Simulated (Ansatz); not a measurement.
# Several settings converged on a (001) slab of TiO2 (cut from a parent of space group no. 141; 12 atoms in the cell)

```yaml
crystal:
  lattice:
    - [3.76608, 0.00000, 0.00000]
    - [0.00000, 3.76608, 0.00000]
    - [0.00000, 0.00000, 21.89169]
  atoms:
    - { symbol: Ti, position: [0.00000, 0.50000, 0.33791] }
    - { symbol: Ti, position: [0.00000, 0.00000, 0.66209] }
    - { symbol: O, position: [0.00000, 0.50000, 0.68024] }
    - { symbol: O, position: [0.50000, 0.50000, 0.35607] }
    - { symbol: O, position: [0.00000, 0.00000, 0.31976] }
    - { symbol: O, position: [0.00000, 0.50000, 0.42782] }
    - { symbol: Ti, position: [0.50000, 0.00000, 0.55403] }
    - { symbol: Ti, position: [0.50000, 0.50000, 0.44597] }
    - { symbol: O, position: [0.50000, 0.00000, 0.46413] }
    - { symbol: O, position: [0.00000, 0.00000, 0.57219] }
    - { symbol: O, position: [0.50000, 0.50000, 0.53588] }
    - { symbol: O, position: [0.50000, 0.00000, 0.64394] }
```

Base method: LDA (PW92), default PAW files made with PBE (plane waves; Ansatz, a program for electronic structure).

Base settings: basis.ecutwfc = 30.9 Ry; kpoints.mp_grid.grid = 5 5 1; hamiltonian.xc = lda; hamiltonian.pseudopotentials = {kind: paw} (the program's default PAW files); scf.occupations.method = fermi_dirac; scf.occupations.width = 0.0015 Ry.

The count of work is k-points × plane waves × bands × iterations; it is no time. 

**The vacuum**

The mesh stays at the base's, so the ladder's end is converged at best in this setting alone.

Only quantities that move along the ladder and can be compared are tabulated.

| vacuum between outermost atoms (Å) | free energy less the last step's (meV/atom) | largest difference of a force vector from the last step's (eV/Å) | gap on the mesh (eV) | count of work / last |
|---|---|---|---|---|
| 3.0 | -29.85 | 0.486 | 1.655 | 0.34 |
| 4.0 | -5.46 | 0.092 | 1.637 | 0.38 |
| 5.0 | -0.99 | 0.018 | 1.631 | 0.41 |
| 6.0 | -0.09 | 0.004 | 1.630 | 0.44 |
| 7.0 | 0.04 | 0.001 | 1.630 | 0.47 |
| 8.0 | -0.08 | 0.001 | 1.630 | 0.50 |
| 10.0 | -0.07 | 0.000 | 1.630 | 0.57 |
| 12.0 | 0.03 | 0.002 | 1.630 | 0.63 |
| 14.0 | -0.05 | 0.001 | 1.630 | 0.70 |
| 17.0 | 0.03 | 0.001 | 1.630 | 0.66 |
| 20.0 | -0.03 | 0.001 | 1.630 | 0.74 |
| 25.0 | -0.05 | 0.002 | 1.630 | 0.87 |
| 30.0 | 0.00 | 0.000 | 1.630 | 1.0 |

Smallest vacuum between outermost atoms (Å) that holds the gap on the mesh within 0.01 eV of the last step, with all finer ones: 4.0, at 0.38 of the last step's count of work; the step before is off by 0.025 eV.

Smallest vacuum between outermost atoms (Å) that holds the free energy within 2 meV/atom of the last step, with all finer ones: 5.0, at 0.41 of the last step's count of work; the step before is off by 5.5 meV/atom.

Smallest vacuum between outermost atoms (Å) that holds the forces within 0.01 eV/Å of the last step, with all finer ones: 6.0, at 0.44 of the last step's count of work; the step before is off by 0.018 eV/Å.

**The plane-wave cutoff**

The mesh stays at the base's, so the ladder's end is converged at best in this setting alone.

Only quantities that move along the ladder and can be compared are tabulated.

| basis.ecutwfc | free energy less the last step's (meV/atom) | largest difference of a force vector from the last step's (eV/Å) | gap on the mesh (eV) | count of work / last |
|---|---|---|---|---|
| 15.4 Ry | 4713.10 | 0.588 | 1.750 | 0.13 |
| 18.4 Ry | 1613.74 | 0.580 | 1.684 | 0.16 |
| 21.7 Ry | 475.41 | 0.069 | 1.599 | 0.18 |
| 26.1 Ry | 70.76 | 0.015 | 1.626 | 0.23 |
| 30.9 Ry | 6.47 | 0.002 | 1.630 | 0.35 |
| 37.1 Ry | 0.92 | 0.001 | 1.630 | 0.47 |
| 46.3 Ry | 0.49 | 0.001 | 1.629 | 0.65 |
| 61.7 Ry | 0.00 | 0.000 | 1.629 | 1.0 |

Coarsest basis.ecutwfc that holds the free energy within 2 meV/atom of the last step, with all finer ones: 37.1 Ry; the step before is off by 6.5 meV/atom.

Coarsest basis.ecutwfc that holds the forces within 0.02 eV/Å of the last step, with all finer ones: 26.1 Ry, at 0.23 of the last step's count of work; the step before is off by 0.069 eV/Å.

Coarsest basis.ecutwfc that holds the gap on the mesh within 0.01 eV of the last step, with all finer ones: 26.1 Ry, at 0.23 of the last step's count of work; the step before is off by 0.030 eV.

On the base run: the starting cell has typed, rounded lattice constants, without a prior relaxation at this level. The slab is cut from that crystal, and its faces are unrelaxed. Its lattice was rescaled by up to half a per cent. Spin polarisation is off, though cut faces can carry moments; a gap of a slab can lie between surface states. In the base run, forces exceed 1 eV/Å. Another mesh or the band path of this cell gives a smaller gap, so this value is not converged in the mesh.

Left out of this page: 1 run of the series outside the window shown, repeating another row's setting, or not comparable.

Keys are those of Ansatz 0.2.
